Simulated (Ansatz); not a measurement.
Take PtTe2 (space group P-3m1, No. 164; layered; relaxed with 0.1 eV smearing) as the base.

```xyz
3
Lattice="4.0090 0.0000 0.0000 -2.0045 3.4719 0.0000 0.0000 0.0000 4.9600" Properties=species:S:1:pos:R:3 pbc="T T T"
Te     0.0000     2.3146     1.3413
Te     2.0045     1.1573     3.6187
Pt     0.0000     0.0000     0.0000
```

The values are results of Kohn–Sham DFT with the PBEsol-D3(BJ) functional, run in Ansatz (a program for electronic structure) with PAW and 420 eV plane waves, spin-orbit coupling left out, not measurements.

Base values:

```
Quantity  Result
--------  ------
Band gap    zero
```

Perturbation: an isotropic linear strain of −2.50 %; the atoms relax in the strained cell.

Task: What happens to the band gap?

Result: The band gap is still zero.

Task: Estimate the effect on the energy relative to the base.

Result: The energy goes up by 42 meV/atom.

No phonon test of stability was made. The final runs are not spin-polarised.
